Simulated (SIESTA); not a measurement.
Band structure of FePt (P4/mmm, 2 atoms in the cell).

```
FePt
1.0
    2.72000     0.00000     0.00000
    0.00000     2.72000     0.00000
    0.00000     0.00000     3.71000
Fe Pt
1 1
Cartesian
  0.00000   0.00000   0.00000
  1.36000   1.36000   1.85500
```
Moments meant for the start (each program seeds them in its own way; μB, in the order of the atoms Fe Pt): 3.0 0.0.

Computed with SIESTA with GGA PBE, numerical atomic orbitals DZP, PseudoDojo PBE standard norm-conserving potentials (rewritten from UPF to PSML).

Settings: XC.functional = GGA; XC.authors = PBE; potentials = PseudoDojo PBE standard; PAO.BasisSize = DZP; PAO.EnergyShift = 0.005 Ry; MeshCutoff = 400 Ry; kgrid.MonkhorstPack = 9 9 7; OccupationFunction = MP; OccupationMPOrder = 0; ElectronicTemperature = 100 meV; Spin = polarized; DM.InitSpin = [1 +3.00, 2 +0.00]; MaxSCFIterations = 150; SCF.Mixer.Method = Pulay.

The starting cell has typed, rounded lattice constants, without a prior relaxation at this level. Spin-orbit coupling is off. With one magnetic atom in the cell only a parallel order is possible. Values carry the incompleteness of an atom-centred basis.

Levels in eV from the Fermi level, bands 16 to 21 of the first spin channel:
| point | 16 | 17 | 18 | 19 | 20 | 21 |
|---|---|---|---|---|---|---|
| Γ | -2.10 | -0.64 | -0.54 | -0.54 | 2.36 | 11.05 |
| X | -2.73 | -2.38 | -1.74 | 0.03 | 1.96 | 11.10 |
| M | -0.64 | -0.64 | 0.43 | 1.60 | 1.60 | 9.23 |
| Z | -2.54 | -2.28 | -2.28 | -2.07 | -0.95 | 18.60 |
| R | -1.01 | -0.65 | -0.62 | -0.55 | -0.55 | 4.76 |
| A | -1.80 | -1.24 | 0.44 | 7.11 | 7.11 | 8.59 |

Bands cross the Fermi level along this path, so the cell is metallic at this level.

Higher empty bands are left out: an atom-centred basis made for the valence describes them poorly.

The net moment of the cell came out as 3.33 μB.
